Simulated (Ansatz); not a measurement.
Base system: Ti in the hcp (Mg type) structure (space group P6_3/mmc, No. 194; a = 2.940 Å, c = 4.654 Å; relaxed with 0.1 eV smearing).

Computed with PBE in Ansatz (plane waves to 420 eV, PAW, no spin-orbit coupling).

Before the change:

Pressure: 0.0 GPa
Band gap: zero

The change: the cell is scaled by 1.0100 in all directions; the atoms relax in the strained cell.

What does the calculation give for the energy relative to the base, pressure and band gap after the change?

The energy rises by 5.3 meV/atom; the pressure (mean of the normal stresses, compression positive) goes from zero to -3.1 GPa; the band gap is still zero.

No phonon test of stability was made. All final runs are without spin polarisation.

Ansatz is a first-principles code.
